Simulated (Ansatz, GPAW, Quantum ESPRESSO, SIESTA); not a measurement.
**Code comparison for Mg₅Zn (Cm, 6 atoms in the cell)**

Self-consistent single point.

```
Mg5Zn
1.0
    5.74653    -1.54400     0.00000
    5.74653     1.54400     0.00000
   -1.95893     0.00000     7.00699
Mg Zn
5 1
Cartesian
 11.40510   0.00000   0.10286
  7.13018   0.00000   2.32639
 -0.60505   0.00000   4.14534
  2.52884   0.00000   4.65972
  6.45266   0.00000   6.66106
  3.93267   0.00000   1.95775
```

Shared settings, as Ansatz (an electronic-structure program) writes them: kpoints.mp_grid.grid = 5 5 3; scf.occupations.method = fermi_dirac; scf.occupations.width = 0.0073 Ry. Potentials and cutoffs stand in the table.

| code | model | pressure (GPa) | largest force (eV/Å) | cutoff |
|---|---|---|---|---|
| GPAW | PBEsol, GPAW PAW datasets PBEsol (made by gpaw-setup) | -0.03 | 0.070 | 800 eV |
| SIESTA | GGA PBEsol, numerical atomic orbitals DZP, PseudoDojo PBEsol standard norm-conserving potentials (rewritten from UPF to PSML) | 0.55 | 0.101 | grid 400 Ry |
| Ansatz | PBEsol, PAW files made with PBE | -0.04 | 0.070 | default |
| Quantum ESPRESSO | PBEsol, SSSP 1.1.2 efficiency (PBE) pseudopotentials | -0.14 | 0.073 | 50 Ry |

Size of the force on each atom (eV/Å): Sizes of forces hide their directions.

```csv
code,Mg1,Mg2,Mg3,Mg4,Mg5,Zn6
GPAW,0.070,0.052,0.064,0.035,0.034,0.019
SIESTA,0.057,0.061,0.013,0.054,0.101,0.021
Ansatz,0.070,0.052,0.065,0.035,0.035,0.019
Quantum ESPRESSO,0.073,0.054,0.068,0.035,0.036,0.019
```

The spread over the programs that give each value: pressure within 0.69 GPa; largest force within 0.031 eV/Å.

SIESTA uses small atom-centred bases, whose incompleteness enters pressures, forces and empty levels differently from a plane-wave cutoff. Ansatz's pressure is given at a fixed set of plane waves, as the other plane-wave codes print theirs. In the force vectors, SIESTA (by 0.090) lies more than 0.08 eV/Å from the median of the plane-wave programs.

The shared mesh is coarse (it stands for a supercell whose shortest vector is 15 Å), so the values are not converged in it.

The starting cell comes from a database of computed structures (which also holds hypothetical and non-ambient phases and stackings), without a prior relaxation at this level.

Left out of this page: CP2K (unsound by tests on forces, stress, charge or solver warnings); FLEUR (with a known weakness of the program).

Keys are those of Ansatz 0.2.
